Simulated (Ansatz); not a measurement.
The starting structures come from a database of crystals and need not be the phases stable at ambient conditions.

 Where the default PAW files enter, the runs use the earlier of Ansatz's two default sets.

Tunnelling through a barrier is set by its complex band structure: the current falls as exp(−2κd) with the smallest κ.

Given:

```
Ga2S3
1.0
    6.45523     0.00000     0.00000
    3.22762     5.61505     0.00000
    0.00000     3.63457     6.04491
Ga S
4 6
Direct
  0.86346   0.40574   0.38035
  0.73080   0.40574   0.88035
  0.55281   0.08814   0.37094
  0.35905   0.08814   0.87094
  0.57148   0.67990   0.49716
  0.74862   0.67990   0.99716
  0.23946   0.34700   0.48814
  0.41354   0.34700   0.98814
  0.08900   0.00122   0.01440
  0.90978   0.00122   0.51440
```

Space group of this cell: Cc. The cell is taken as given.

Transport runs along the normal of the first two printed cell vectors.

No gap correction and no spin-orbit coupling; mid-gap values are interpolated between computed energies.

Question: Compute, with r2SCAN run with Ansatz (an electronic-structure program), the band gap and the smallest decay constant κ at mid-gap.

Answer: Gap 2.33 eV on a 6×6×6 mesh; κ = 0.180 1/Å, at the zone centre.
